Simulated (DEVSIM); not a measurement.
Schottky contact on p-type Si

Device: Schottky contact on p-type Si, at 300 K.

| layer (left to right) | material | thickness (μm) | Na (cm⁻³) | τn (s) | τp (s) |
|---|---|---|---|---|---|
| 1 | Si | 0.550 | 3.6e15 | 2.2e-5 | 2.2e-5 |

Left contact: Schottky, work function 4.714 eV, emission velocity 3.6e6 cm/s. Right contact: ohmic. Voltage is applied to the left contact. Recombination: SRH at mid-gap, radiative. Mobility is μmin + (μ − μmin)/(1 + (N/Nref)^α).

This is a model device: material constants are rounded textbook-type values typed into the input, and sizes, dopings and lifetimes were drawn at random. Values at 300 K.

```
parameter           Si
-------------  -------
gap (eV)         1.124
affinity (eV)     4.05
permittivity      11.7
Nc (cm⁻³)      2.86e19
Nv (cm⁻³)       3.1e19
μn (cm²/Vs)       1417
μp (cm²/Vs)        470
μn,min              52
μp,min              45
Nref,n          9.7e16
Nref,p          2.2e17
αn                0.68
αp                0.72
B (cm³/s)      4.7e-15
```

Model (solved in DEVSIM): 1D drift-diffusion, Boltzmann statistics, complete ionisation; no tunnelling, impact ionisation, image-force lowering or self-heating. Metal contacts follow the ideal Schottky-Mott rule: no Fermi-level pinning, no interface dipoles.

The potential step across the device at zero bias comes out as 0.226 V, the largest field in the device at zero bias is 15000 V/cm and the dark forward voltage at 100 A/cm² comes out as 0.192 V.

Dark reverse current:

| V (V) | J (A/cm²) |
|---|---|
| 0.10 | 0.22 |
| 0.25 | 0.24 |
| 0.50 | 0.26 |
| 0.75 | 0.27 |
| 1.00 | 0.28 |
| 1.50 | 0.29 |
| 2.00 | 0.29 |
| 2.50 | 0.30 |
| 3.25 | 0.30 |
| 4.00 | 0.31 |
| 5.00 | 0.31 |

Small-signal capacitance in reverse bias (quasi-static):

```json
[
 {"V (V)": "0.1", "C (nF/cm²)": "31.6"},
 {"V (V)": "0.25", "C (nF/cm²)": "25.9"},
 {"V (V)": "0.5", "C (nF/cm²)": "21.2"},
 {"V (V)": "0.75", "C (nF/cm²)": "19.6"},
 {"V (V)": "1", "C (nF/cm²)": "19.1"},
 {"V (V)": "1.5", "C (nF/cm²)": "18.9"},
 {"V (V)": "2", "C (nF/cm²)": "18.8"},
 {"V (V)": "2.5", "C (nF/cm²)": "18.8"},
 {"V (V)": "3.25", "C (nF/cm²)": "18.8"},
 {"V (V)": "4", "C (nF/cm²)": "18.8"},
 {"V (V)": "5", "C (nF/cm²)": "18.8"}
]
```
